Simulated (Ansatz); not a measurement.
Slab thickness and the (0001) surface of hcp Os: the same face, mesh and vacuum, all atoms relaxed in the 1x1 cell under the symmetry of the ideal cut; the real face may buckle or reconstruct.

All values below come from PBE (plane waves to 420 eV, PAW; Ansatz, an electronic-structure program).

```tsv
atoms	thickness (Å)	γ (J/m²)	work function, top face (eV)	rough cost
4	6.4	?	?	around 50 core-seconds (rough)
6	10.7	?	?	around 70 core-seconds (rough)
8	15.1	3.00	5.28	about 90 core-seconds (a rough figure)
10	19.4	2.99	5.29	around 2.3 core-minutes (rough)
14	28.1	2.99	5.29	around 5 core-minutes (rough)
```

**Question.** Some entries are withheld; supply them.

**Answer.** 
- 4, γ (J/m²): 3.03
- 4, work function, top face (eV): 5.32
- 6, γ (J/m²): 2.96
- 6, work function, top face (eV): 5.31
